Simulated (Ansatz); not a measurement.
**HgTe, pressure series**

Start from HgTe in the zinc blende structure (space group F-43m, No. 216; a = 6.5728 Å).

Cell and atoms are relaxed at each pressure.

The values are results of r2SCAN (Ansatz, a quantum-chemistry and plane-wave program; PAW; 500 eV plane waves; no spin-orbit coupling), not measurements.

Notes on the quantities. enthalpy: H = E + PV relative to the base's energy.

| variant | lattice parameter a | enthalpy |
|---|---|---|
| base | 657.3 pm | – |
| pressure −2 GPa | ? | -0.46 eV/atom |
| pressure −1 GPa | 663.2 pm | -0.22 eV/atom |
| pressure 0.9 GPa | ? | +0.20 eV/atom |
| pressure 2.1 GPa | ? | +0.45 eV/atom |
| pressure 4.5 GPa | ? | +0.95 eV/atom |
| pressure 9 GPa | 624.7 pm | +1.83 eV/atom |
| pressure 22.5 GPa | 599.2 pm | +4.23 eV/atom |
| pressure 30 GPa | 589.4 pm | +5.46 eV/atom |

**Question.** Fill in the withheld entries from the trend.

**Answer.** 
- pressure −2 GPa, lattice parameter a: 670.1 pm
- pressure 0.9 GPa, lattice parameter a: 652.7 pm
- pressure 2.1 GPa, lattice parameter a: 647.2 pm
- pressure 4.5 GPa, lattice parameter a: 638.0 pm

Load acts through the strain it causes; cell and atoms are relaxed under it. No phonon test of stability was made. Tetrahedral semiconductors of this kind turn to denser phases somewhere between about 1 and 50 GPa; those were not computed, so compressed cells here can lie past the real transition. The final runs are not spin-polarised.
